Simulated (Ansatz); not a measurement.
## Ge₃N₄ (P6₃/m, No. 176; cell taken from a computed entry)

These are LDA in Ansatz (PAW) values and carry that method's errors.

Settings: plane-wave cutoff 520 eV, 6×6×12 k mesh (along the axes of the cell as run), perturbation theory, scalar-relativistic PAW data made under PBE.

Cell (relaxed at this level):

Space group P6₃/m (No. 176); a = 7.9913 Å, b = 7.9913 Å, c = 3.0594 Å, α = 90.00°, β = 90.00°, γ = 120.00°

| atom | site | symmetry | x | y | z |
|---|---|---|---|---|---|
| Ge | 6h | m.. | 0.2373 | 0.4066 | 0.2500 |
| N | 2c | -6.. | 0.3333 | 0.6667 | 0.2500 |
| N | 6h | m.. | 0.3304 | 0.0256 | 0.2500 |

```
Quantity                                                  Value
--------------------------------------------------------  -----
electronic dielectric constant ε∞ (mean over three axes)   5.04
static dielectric constant (mean over three axes)          9.84
```

Note: the relaxation could not lower the start's symmetry, so the cell can be a saddle point above a distorted one.

It cost roughly 5 core-hours of CPU time.

Ansatz is a program for electronic structure.
